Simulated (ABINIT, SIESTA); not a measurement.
A SIESTA input for a self-consistent single point of CuSn3 (P6_3/mmc, 8 atoms in the cell) (DFT, GGA PBEsol, numerical atomic orbitals DZP, PseudoDojo PBEsol standard norm-conserving potentials (rewritten from UPF to PSML)):

```
# files in the folder: Cu.psml Sn.psml (PseudoDojo PBEsol standard)
SystemName  CuSn3
SystemLabel cusn3

NumberOfAtoms                8
NumberOfSpecies              2
%block ChemicalSpeciesLabel
  1 29 Cu
  2 50 Sn
%endblock ChemicalSpeciesLabel
LatticeConstant              1.0 Ang
%block LatticeVectors
     6.622880000    0.000000000    0.000000000
    -3.311440000    5.735582000    0.000000000
     0.000000000    0.000000000    5.004810000
%endblock LatticeVectors
AtomicCoordinatesFormat      Bohr
%block AtomicCoordinatesAndAtomicSpecies
     6.257720936    3.612889436    2.364430051  1
    -0.000006258    7.225789710    7.093290154  1
     3.235457509    1.867992157    7.093290154  2
     3.022257170    8.970686988    2.364430051  2
    -0.000000000    3.735984315    2.364430051  2
     6.257714678    7.102694831    7.093290154  2
     9.279971848    1.867992157    7.093290154  2
    -3.022257170    8.970686988    2.364430051  2
%endblock AtomicCoordinatesAndAtomicSpecies

XC.functional                GGA
XC.authors                   PBEsol
PAO.BasisSize                DZP
PAO.EnergyShift              0.01 Ry
MeshCutoff                   350 Ry
%block kgrid.MonkhorstPack
    3   0   0  0.0
    0   3   0  0.0
    0   0   4  0.0
%endblock kgrid.MonkhorstPack
OccupationFunction           MP
OccupationMPOrder            0
ElectronicTemperature        0.1 eV

MaxSCFIterations             150
SCF.Mixer.Method             Pulay
SCF.Mixer.Weight             0.1
SCF.Mixer.History            8
SCF.DM.Tolerance             1.0E-05
Diag.ParallelOverK           true
WriteForces                  true
```

### Question
Write the same calculation as an input for ABINIT.

### Answer
This is the input that was run; spellings and numerical settings could be chosen otherwise.

```
# CuSn3, JTH v2.0 PBE PAW
pp_dirpath "./"
pseudos "Cu.GGA_PBE-JTH.xml, Sn.GGA_PBE-JTH.xml"
acell 3*1.0
rprim
        12.5154290003    0.0000000826    0.0000000000
        -6.2577145717   10.8386794123    0.0000000000
         0.0000000000    0.0000000000    9.4577202058
natom 8
ntypat 2
znucl 29 50
typat 1 1 2 2 2 2 2 2
xred
         0.6666666667    0.3333333333    0.2500000000
         0.3333333333    0.6666666667    0.7500000000
         0.3446900000    0.1723450000    0.7500000000
         0.6553100000    0.8276550000    0.2500000000
         0.1723450000    0.3446900000    0.2500000000
         0.8276550000    0.6553100000    0.7500000000
         0.8276550000    0.1723450000    0.7500000000
         0.1723450000    0.8276550000    0.2500000000
ecut 816 eV
pawecutdg 1633 eV
pawxcdev 0
ixc -116133
occopt 7
tsmear 0.1 eV
nband 76
kptopt 1
ngkpt 3 3 4
nshiftk 1
shiftk 0 0 0
nstep 100
tolvrs 1.0e-10
prtwf 0
prtden 0
```

Basis, cutoffs, solver keys and any potentials are the target program's own. This input uses DFT, PBEsol, plane waves, PAW (JTH v2.0 PBE PAW, files made for PBE).

The starting cell comes from a database of computed structures (which also holds hypothetical and non-ambient phases and stackings), without a prior relaxation at this level.
